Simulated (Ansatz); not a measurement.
SiGe (P6₃mc, No. 186, 4 atoms in the cell; start mp-978534), treated with r²SCAN+SOC in Ansatz (PAW).

Settings: plane-wave cutoff 560 eV, 12×12×6 k mesh (along the axes of the cell as run), Fermi–Dirac smearing 0.01 eV, PAW data made under PBE.

Cell (relaxed with PBEsol):

```yaml
crystal:
  lattice:
    - [3.90059, 0.00000, 0.00000]
    - [-1.95030, 3.37801, 0.00000]
    - [0.00000, 0.00000, 6.44335]
  atoms:
    - { symbol: Si, position: [0.66667, 0.33333, 0.87455] }
    - { symbol: Si, position: [0.33333, 0.66667, 0.37455] }
    - { symbol: Ge, position: [0.66667, 0.33333, 0.50045] }
    - { symbol: Ge, position: [0.33333, 0.66667, 0.00045] }
```

**Question.** Give the computed band gap and smallest direct gap on the k points sampled.

**Answer.** 
* **band gap**: 0.59 eV (indirect)
* **smallest direct gap on the k points sampled**: 0.73 eV

Note: cell and atoms aren't relaxed at this level (pressure 0.3 GPa).

Cost on a shared machine: about 6 core-minutes (a rough figure).

A start named mp-… is a Materials Project structure, which need not be a measured phase.

Ansatz is a quantum-chemistry and plane-wave program.
